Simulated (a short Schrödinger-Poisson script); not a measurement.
Structure: MOS inversion layer, Al2O3 on p-type Si(110), at 300 K.

```tsv
layer	material	thickness (nm)	Na (cm⁻³)
1	Al2O3	5.4	-
2	Si	1800	5.9e16
```

The device is made up for the run: typed textbook-type constants, with dimensions and the other settings drawn at random. Al2O3: permittivity 9, conduction-band edge (eV) 2.7, gap (eV) 6.8, electron mass (mₑ) 0.3. Si: permittivity 11.7, conduction-band edge (eV) 0, gap (eV) 1.124, Nv at 300 K (cm⁻³) 3.1e19.

Channel valleys (confinement mass, in-plane density-of-states mass, number): Δ4 0.315, 0.324, 4; Δ2 0.19, 0.417, 2. At the gate the conduction-band edge of layer 1 lies 3.11 eV − eVg above the Fermi level of the channel; the field vanishes at the back. Gaps are held at their typed values at every temperature. Mesh 0.03 nm at interfaces.

Solved with a short Schrödinger-Poisson script written for these runs: 1D Poisson equation in equilibrium, electrons quantum, Hartree (BenDaniel-Duke, 12 states a valley, the channel's in-plane mass for all, wave functions free to enter the dielectric), parabolic valleys, classical holes, full ionisation, no traps, pinning or gate leakage.

The same stack at other levels of the model or other numerical settings:

| run | sheet density of all electrons at Vg = 2 V (cm⁻²) | sheet density of all electrons at Vg = 0.8 V (cm⁻²) | capacitance at Vg = 2 V (μF/cm²) | centroid of the channel electrons at Vg = 2 V (nm) | rough cost against the base |
|---|---|---|---|---|---|
| base | 1.12e13 | 2.15e12 | 1.27 | 1.79 | about 1 |
| electrons treated as classical, Boltzmann | 1.31e13 | 2.70e12 | 1.42 | 0.58 | 0.02 |
| electrons treated as classical, Fermi-Dirac | 1.26e13 | 2.66e12 | 1.36 | 0.81 | 0.1 |
| mesh six times as coarse | 1.12e13 | 2.15e12 | 1.27 | 1.80 | 0.2 |
| one subband a valley | 1.12e13 | 2.14e12 | 1.27 | 1.70 | 0.4 |

The classical rows ignore confinement, and Boltzmann statistics overrate the density once the band edge passes the Fermi level.
